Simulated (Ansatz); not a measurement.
**WSi2, response to strain**

The reference is WSi₂ (space group I4/mmm, No. 139; a = 3.2289 Å, c = 7.8697 Å; relaxed with 0.1 eV smearing). Axes: x, y, z lie along a, b, c of the conventional cell.

Strains are applied to the cell and any free atomic positions relax.

The values are results of Ansatz (a quantum-chemistry and plane-wave program) PBE, scalar-relativistic without spin-orbit coupling, not measurements.

Notes on the quantities. energy relative to the base: free energy F.

| uniaxial strain ε_zz (%) | energy relative to the base (meV/atom) |
|---|---|
| 0 | 0.0 |
| 0.5 | 0.6 |
| 1 | ? |
| 1.5 | 4.8 |
| 2 | 8.3 |
| 2.5 | 12.8 |
| 3 | 18.2 |

### Question
Fit ΔE = Aε² + Bε³ (ε in %) to the rows shown and predict the withheld row.

### Answer
Least squares on the printed values gives A = 2.21 and B = -0.062 meV/atom (largest residual 0.1 meV/atom); this predicts 2.1 meV/atom, and the run gives 2.2 meV/atom, in agreement.

No phonon test of stability was made. The final runs are not spin-polarised.
